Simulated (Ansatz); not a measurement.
Effect of pressure −1 GPa on TiSi2

Start from TiSi2 (space group Fddd, No. 70; a = 4.8062 Å, b = 8.2647 Å, c = 8.5654 Å).

Now apply this change: hydrostatic tension (pressure −1 GPa).

Method: Ansatz (a program for electronic structure) PBE, no spin-orbit coupling. k-mesh 13×13×13 (Γ-centred); smearing 0.05 eV (Fermi–Dirac).

```csv
quantity,base,changed,shift
volume per atom,14.18 Å³,14.28 Å³,+0.10 Å³
enthalpy H = E + PV relative to the base's energy,–,-0.09 eV/atom,–
band gap,zero,zero,–
```

Load acts through the strain it causes; cell and atoms are relaxed under it. Stability against distortions was not tested. All final runs are without spin polarisation.
